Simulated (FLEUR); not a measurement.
FLEUR run on LaPb3 (Pm-3m, 4 atoms in the cell): self-consistent single point.

Level of theory: LDA (Perdew-Zunger), all-electron FLAPW (FLEUR), scalar-relativistic valence with spin-orbit coupling in second variation in FLEUR.

```
CELL_PARAMETERS angstrom
      4.92952     0.00000     0.00000
      0.00000     4.92952     0.00000
      0.00000     0.00000     4.92952
ATOMIC_POSITIONS crystal
  La 0.00000 0.00000 0.00000
  Pb 0.00000 0.50000 0.50000
  Pb 0.50000 0.00000 0.50000
  Pb 0.50000 0.50000 0.00000
```

Reference input (self-consistent single point, DFT, LDA (Perdew-Zunger), all-electron FLAPW (FLEUR), scalar-relativistic valence): Kmax = 3.8 1/bohr; GmaxXC = 11.4 1/bohr; xcFunctional = pz; jspins = 1; l_soc = F; mode = gauss; fermiSmearingEnergy = 0.00499791 Htr; mesh (inpgen div1-3) = 7 7 7; inpgen gamma flag = false; Gmax = 11.4 1/bohr; numbands = 0; maxIterBroyd = 40. This run's input differs from it in these lines:

```diff
@@ -18,2 +18,3 @@
 &kpt div1=7 div2=7 div3=7 /
+&soc 0.0 0.0 /
 &end /
@@ -31,5 +32,5 @@
       <magnetism jspins="1"/>
-      <soc l_soc="F" theta="0.0" phi="0.0" spav="F"/>
+      <soc l_soc="T" theta="0.0" phi="0.0" spav="F"/>
       <expertModes spex="0" secvar="F"/>
-      <geometryOptimization l_f="T" forcealpha="1.0" forcemix="BFGS" epsdisp="0.00001" epsforce="0.00001"/>
+      <geometryOptimization l_f="F" forcealpha="1.0" forcemix="BFGS" epsdisp="0.00001" epsforce="0.00001"/>
       <ldaU l_linMix="F" mixParam="0.05" spinf="1.0"/>
@@ -87,2 +88,5 @@
          <relPos label="                   3">1.000/2.000 .0000000000 1.000/2.000</relPos>
+         <force calculate="T" relaxXYZ="TTT"/>
+      </atomGroup>
+      <atomGroup species="Lead (Pb)">
          <relPos label="                   4">1.000/2.000 1.000/2.000 .0000000000</relPos>
```

Log, with long lists cut:

```
 Iteration:     1   Distance:       6.06203904 me/bohr^3
 Iteration:     2   Distance:       5.56213454 me/bohr^3
 Iteration:     3   Distance:       2.74005573 me/bohr^3
 Iteration:     4   Distance:       1.76917699 me/bohr^3
 Iteration:     5   Distance:       0.55255705 me/bohr^3
   [... 71 lines left out ...]
 Iteration:    77   Distance:       0.00009520 me/bohr^3
 Iteration:    78   Distance:       0.00009433 me/bohr^3
 Iteration:    79   Distance:       0.00009424 me/bohr^3
 Iteration:    80   Distance:       0.00014152 me/bohr^3
 Run finished successfully
 Stop message:
   all done

[file out, last iteration]
             iter=     80
[...]
          total density-effective poten   -1.2615837387E+05
          total charge density-energy d   -1.3347525744E+03
 Updated energy parameters for spin:           1
[...]
 fermi energy and band-weighting factors:
   [... 18 lines left out ...]

[...]
FERMIE:
   [... lines left out ...]
          first approx. to ef    (T=0)  :   0.323046 htr   (energy of the highest occ. eigenvalue)
   [... lines left out ...]
     k-point=    3
   [... 8 lines left out ...]
     k-point=    4
   [... 8 lines left out ...]
     k-point=    5
   [... 8 lines left out ...]
     k-point=    6
   [... 8 lines left out ...]
     k-point=    7
   [... 8 lines left out ...]
     k-point=    8
   [... 8 lines left out ...]
     k-point=    9
   [... 8 lines left out ...]
     k-point=   10
   [... 8 lines left out ...]
     k-point=   11
   [... 8 lines left out ...]
     k-point=   12
   [... 8 lines left out ...]
     k-point=   13
   [... 8 lines left out ...]
     k-point=   14
   [... 8 lines left out ...]
     k-point=   15
   [... 8 lines left out ...]
     k-point=   16
   [... 8 lines left out ...]
     k-point=   17
   [... 8 lines left out ...]
     k-point=   18
   [... 8 lines left out ...]
     k-point=   19
   [... 8 lines left out ...]
     k-point=   20
   [... 7 lines left out ...]
```

The run ended unconverged after 80 iterations. 

The starting cell comes from a database of computed structures (which also holds hypothetical and non-ambient phases and stackings), without a prior relaxation at this level. Its lattice was rescaled by a random factor within 2.5 % of one. Values depend on the basis (sphere radii, cutoffs, local orbitals), which need not be converged.

These are the values that this program gave, and no reference: the basis lacks p1/2 orbitals, which heavy p elements need under spin-orbit coupling.

Cost on one core of a shared machine: roughly 20 min.
